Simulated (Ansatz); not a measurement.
# Input and output of a self-consistent single point for AlH₃ (R-3c, 8 atoms in the cell) (Ansatz)

Method: LDA (PW92), default PAW files made with PBE (plane waves; Ansatz, a program for electronic structure).

Input:

Ansatz 0.2 input:
```yaml
# AlH3
crystal:
  lattice:
    - [2.214718, 1.278669, 3.923048]
    - [-2.214718, 1.278669, 3.923048]
    - [0.000000, -2.557337, 3.923048]
  atoms:
    - { symbol: Al, position_ang: [0.000000, 0.000000, 0.000000] }
    - { symbol: Al, position_ang: [0.000000, 0.000001, 5.884572] }
    - { symbol: H, position_ang: [1.401075, -0.130603, 6.865334] }
    - { symbol: H, position_ang: [-1.401075, 0.130604, 4.903810] }
    - { symbol: H, position_ang: [-0.587432, 1.278669, 6.865334] }
    - { symbol: H, position_ang: [0.587432, -1.278668, 4.903810] }
    - { symbol: H, position_ang: [-0.813643, -1.148065, 6.865334] }
    - { symbol: H, position_ang: [0.813643, 1.148066, 4.903810] }
basis:
  ecutwfc: 420.0 eV
kpoints:
  mp_grid:
    grid: [7, 7, 7]
hamiltonian:
  xc: lda
  pseudopotentials:
    kind: paw
scf:
  occupations:
    method: fixed
output:
  forces: true
  eigenvalues: true
  stress: true
```

The program printed (abridged):

```
WARN ansatz: RAYON_NUM_THREADS=1 ignored (pool sized by the plan → 1); use --threads N
Pseudopotentials: kind: paw
Pseudopotential: Al, paw, valence charge 3
Pseudopotential: H, paw, valence charge 1
Crystal: 8 atoms, lattice volume = 66.658 Å³
Basis set: ecut = 420 eV, 1309 PW (Γ)
Bands: 14, of which v1, the nominal top of the filled ones, is band 6 counted from 1 (5 counted from 0)
Symmetry: 12 space group operations
Space group: R-3c (ITA 167), of the structure as read, at distance tolerance 4.1e-5 Å
k-points: 44 of 343
PAW frozen core: Al, regenerated for the run's functional, and the local potential with it
Initial density: superposition of atomic densities (neutral atoms: chi_scale 0, normalization atom), corrected by the library's trained network
Initial wavefunctions: pseudopotential atomic-orbital guess
Eigensolver: davidson
Functional: x = slater, c = lda
SCF iter   1: F=—  HF=-1119.676447 eV  |F-HF|=—  |Δ(HF+E_count)|=         —  Δρ=1.26e-2  dr2=7.06e-2  ethr=1.77e-3  ⟨swp⟩=4.7  Hψ=3215  notcnv=0  defer=217
all-band conjugate gradients solve this SCF's bands
preconditioner: auto → none
SCF iter   2: F=—  HF=-1119.651842 eV  |F-HF|=—  |Δ(HF+E_count)|=   2.46e-2  Δρ=4.12e-3  dr2=7.52e-3  ethr=5.89e-4  ⟨swp⟩=1.9  Hψ=1021  notcnv=0  defer=164
SCF iter   3: F=—  HF=-1119.649048 eV  |F-HF|=—  |Δ(HF+E_count)|=   2.79e-3  Δρ=1.71e-4  dr2=2.15e-5  ethr=6.27e-5  ⟨swp⟩=3.0  Hψ=860  notcnv=0  defer=244
SCF iter   4: F=—  HF=-1119.649046 eV  |F-HF|=—  |Δ(HF+E_count)|=   1.70e-6  Δρ=2.78e-5  dr2=2.70e-7  ethr=1.80e-7  ⟨swp⟩=2.0  Hψ=780  notcnv=0  defer=106
iter 5 did not close the SCF: its close was put off for the readings that it lacked (scf_convergence_deferred on its scf_iter line)
SCF iter   5: F=-1119.649046 eV  HF=-1119.649046 eV  |F-HF|=8.11e-10  |Δ(HF+E_count)|=   3.71e-8  Δρ=2.62e-6  dr2=3.29e-9  ethr=2.25e-9  ⟨swp⟩=2.0  Hψ=780  notcnv=0  defer=106
SCF iter   6: F=-1119.649046 eV  HF=-1119.649046 eV  |F-HF|=3.64e-12  |Δ(HF+E_count)|=   1.05e-9  Δρ=1.45e-7  dr2=8.33e-12  ethr=2.75e-11  ⟨swp⟩=6.1  Hψ=3918  notcnv=0
SCF 1 converged in 6 iterations: F = -1119.649046 eV  dr2 = 8.33e-12
SCF converged after 6 iterations
Free energy (F): -1119.649046 eV
Harris-Foulkes:  -1119.649046 eV  (|F-HF|=3.64e-12)
Internal energy: -1119.649046 eV  (E = F + TS)
E sigma→0 (E₀):  -1119.649046 eV
Fermi energy:    1.109358 eV
--- Per-component energies (eV) ---
  E_band       = -25.420423
  E_kinetic    = 130.414728
  E_local      = -89.244137  (includes V_loc(G=0)·N_el)
  E_nonlocal   = 29.154455
  E_hartree    = 22.198726
  E_xc         = -132.171019
  E_vxc        = -128.524878  (∫ρ·V_xc dr)
  E_paw        = -889.354621  (= ΣΔE_a)
  E_vpaw       = -11.610523  (= ΣTr[D̂ρ^β])
  E_aug_tail   = -0.007526  (compensation charges beyond the density's cutoff)
  E_ewald      = -190.751085
  E_core_change = 0.111433  (= ΣΔE_core)
  E_smearing   = -0.000000  (= −TS)
  E_closure    = 0.000000  (closes the sum)
  Σ components = -1119.649046   (vs F -1119.649046, Δ=0.00e0)
--- Forces (eV/Å), atoms counted from 1 ---
  atom   1  Al    -0.00000000     0.00000000     0.00000000
  atom   2  Al    -0.00000000     0.00000000     0.00000000
  atom   3  H      0.02923204     0.05063138    -0.00000000
  atom   4  H     -0.02923204    -0.05063138     0.00000000
  atom   5  H     -0.05846408    -0.00000000     0.00000000
  atom   6  H      0.05846408    -0.00000000     0.00000000
  atom   7  H      0.02923204    -0.05063138     0.00000000
  atom   8  H     -0.02923204     0.05063138    -0.00000000
  max |Σ_I F_I| component: 6.94e-18 eV/Å
--- Stress (GPa, compression-positive) ---
       -1.147799       0.000000       0.000000
       -0.000000      -1.147799      -0.000000
        0.000000      -0.000000      -1.321938
  P = ⅓ Tr σ = -1.2058 GPa (-12.058 kbar)
  The stress holds the Pulay correction. Without it, at fixed plane waves, as pw.x and ABINIT print it: P = -1.3956 GPa
--- Band table (eV; the first three rows and the last of 44) ---
  k-point 0: bands = ["-7.7613", "-1.2920", "-0.6182", "-0.6182", "1.0511", "1.0511", "3.1597", "6.7286", "6.8142", "6.8142", "7.9278", "7.9278", "8.0660", "9.9677"]
  k-point 1: bands = ["-7.5581", "-1.5687", "-1.1112", "-0.6743", "0.7820", "0.9268", "3.6682", "6.4923", "6.5778", "7.1461", "7.3824", "8.4191", "9.6269", "11.1374"]
  k-point 2: bands = ["-6.9543", "-3.0809", "-0.9856", "-0.7389", "0.2185", "0.5142", "4.3181", "5.7155", "6.9236", "7.4678", "8.4957", "10.2994", "11.8292", "13.1985"]
  k-point 43: bands = ["-5.6535", "-5.2742", "-1.3391", "-0.8134", "0.2137", "0.5449", "6.1711", "6.2014", "8.2341", "8.8180", "8.9815", "10.6649", "11.5685", "11.7867"]
```

The run converged in 6 iterations.

The starting cell comes from a database of computed structures (which also holds hypothetical and non-ambient phases and stackings), without a prior relaxation at this level. Its lattice was rescaled by up to half a per cent. Ansatz's pressure includes its estimate of the finite-basis (Pulay) stress.
